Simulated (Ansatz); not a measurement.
# TaN (model structure, started from the NbAs type, I4₁md, No. 109, 4 atoms in the cell)

Level of theory: r²SCAN+rVV10 (Ansatz, a quantum-chemistry and plane-wave program, PAW).

Run with plane-wave cutoff 560 eV, 18×18×18 k mesh, Fermi–Dirac smearing 0.01 eV, scalar-relativistic PAW data made under PBE.

Cell (relaxed at this level):

```xyz
4
Lattice="-1.4480 1.4480 5.1077 1.4480 -1.4480 5.1077 1.4480 1.4480 -5.1077" Properties=species:S:1:pos:R:3 pbc="T T T"
Ta     0.0000     0.0000     5.0953
Ta     1.4480     0.0000     2.5415
N      0.0000     0.0000     9.3698
N      0.0000     1.4480     1.7082
```

| Item | Value |
|---|---|
| band gap | 0.80 eV (on the SCF k mesh) |
| Γ–Γ gap | 5.21 eV |

Note: the relaxation could raise the start's symmetry but not lower it, so the cell can be a saddle point.

Spin–orbit coupling is not included.

The computed numbers hold no vibrational or temperature effects.

It cost very roughly 4 core-minutes of CPU time.

A model structure was made by putting elements into a prototype or built by hand; it is no filed structure, need not be a known phase, and can be a saddle point held by its symmetry.
